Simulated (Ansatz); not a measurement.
## LiNbO3: pressure series

Base system: LiNbO$_{3}$ (space group R3c, No. 161; a = 5.190 Å, c = 14.015 Å (hexagonal axes)).

Cell and atoms are relaxed at each pressure.

Calculations: Ansatz (a program for electronic structure), PBE, PAW, cutoff 420 eV, scalar-relativistic without spin-orbit coupling.

Notes on the quantities. enthalpy: H = E + PV relative to the base's energy.

```tsv
case	lattice parameter a	enthalpy
base	5.190 Å	–
pressure 0.3 GPa	5.185 Å	+0.02 eV/atom
pressure 0.7 GPa	5.178 Å	+0.05 eV/atom
pressure 1.5 GPa	(withheld)	+0.10 eV/atom
```

Q: Fill in the withheld entries from the trend.

A: 
- pressure 1.5 GPa, lattice parameter a: 5.164 Å

Load acts through the strain it causes; cell and atoms are relaxed under it. Whether these cells are dynamically stable was not tested.
